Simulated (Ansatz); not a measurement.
PbI2 under a change: isotropic strain −4.84 %

Start from PbI2 in the CdI2 type structure (space group P-3m1, No. 164; a = 4.5593 Å, c = 6.9727 Å).

One thing is altered: an isotropic linear strain of −4.84 %; the atoms relax in the strained cell.

Calculations: Kohn–Sham DFT with the PBE-D3(BJ) functional, run in Ansatz (a quantum-chemistry and plane-wave program) with PAW and 420 eV plane waves, no spin-orbit coupling, earlier PAW set. Settings: 8×8×5 k-points, 0.05 eV Fermi–Dirac smearing.

* **Space group**: P-3m1 (No. 164) (base P-3m1 (No. 164))
* **Energy relative to the base (free energy F)**: +52 meV/atom
* **Pressure (mean of the normal stresses, compression positive)**: 3.46 GPa (base 0.00 GPa)
* **Band gap**: 1.90 eV (base 2.19 eV)
* **Gap character**: direct at A (base direct at A)
* **Width of the top valence band**: 1.82 eV (base 0.95 eV)
* **Electron mass**: 0.60 mₑ along k, 0.20 mₑ across (at A) (base 1.0 mₑ along k, 0.23 mₑ across (at A))
* **Hole mass**: 0.35 mₑ along k, 0.28 mₑ across (at A) (base 0.59 mₑ along k, 0.74 mₑ across (at A))
* **Largest internal atomic displacement**: 0.133 Å

Final structure:

```xyz
3
Lattice="4.3386 0.0000 0.0000 -2.1693 3.7574 0.0000 0.0000 0.0000 6.6352" Properties=species:S:1:pos:R:3 pbc="T T T"
Pb     0.0000     0.0000     0.0000
I      0.0000     2.5049     1.9303
I      2.1693     1.2525     4.7049
```

With I and Pb present, leaving out spin-orbit coupling can change the band edges. Effective masses come from finite differences of ±0.01 Å⁻¹. Along k means along the line from Γ to the band edge. Whether these cells are dynamically stable was not tested.
